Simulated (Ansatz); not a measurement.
All values below come from PBE (plane waves to 420 eV, PAW; Ansatz, an electronic-structure program).

Electrostatic potential energy of an electron, averaged over planes parallel to the surface, in eV from the Fermi level, for a constructed model of the (111) surface of fcc Ni, ferromagnetic, (√3x√3)R30° layer of Se, one a cell, on the site that continues the host's stacking (bottom of the slab: a bare face, its two planes held):

(z (Å), V (eV)): (3.86, 5.07); (4.16, 5.07); (4.45, 5.07); (4.75, 5.06); (5.05, 5.05); (5.34, 5.03); (5.64, 4.99); (5.94, 4.91); (6.23, 4.72); (6.53, 4.31); (6.83, 3.42); (7.12, 1.47); (7.42, -4.22); (7.72, -13.86); (8.02, -20.24); (8.31, -18.71); (8.61, -10.44); (8.91, -2.08); (9.20, -0.47); (9.50, -6.03); (9.80, -15.47); (10.09, -20.70); (10.39, -17.94); (10.69, -9.12); (10.98, -1.49); (11.28, -0.91); (11.58, -7.52); (11.87, -16.74); (12.17, -20.79); (12.47, -16.76); (12.77, -7.53); (13.06, -0.89); (13.36, -1.40); (13.66, -8.94); (13.95, -17.81); (14.25, -20.68); (14.55, -15.54); (14.84, -6.13); (15.14, -0.52); (15.44, -2.10); (15.73, -10.43); (16.03, -18.74); (16.33, -20.36); (16.62, -14.16); (16.92, -4.78); (17.22, -0.31); (17.52, -2.96); (17.81, -11.84); (18.11, -19.50); (18.41, -20.00); (18.70, -13.09); (19.00, -4.21); (19.30, -1.21); (19.59, -0.98); (19.89, -0.77); (20.19, -0.56); (20.48, -0.03); (20.78, 1.57); (21.08, 3.57); (21.37, 4.35); (21.67, 4.66); (21.97, 4.79); (22.27, 4.84); (22.56, 4.86); (22.86, 4.87); (23.16, 4.87); (23.45, 4.87); (23.75, 4.87); (24.05, 4.87); (24.34, 4.87)

Model: 19-atom slab, 12.3 Å thick at the start, 10x10x1 mesh, Fermi-Dirac 0.1 eV, dipole correction, 6 atoms held, the rest relaxed; held to the start's symmetry, so lower structures may exist; spin-polarised, ending with about 11.0 μB a cell; orders that need a larger cell were not tried, no spin-orbit, no U. It is one candidate, not shown to be the stable structure of the face.

The vacuum level lies 4.87 eV above the Fermi level over the top face and 5.07 eV above it under the bottom face.
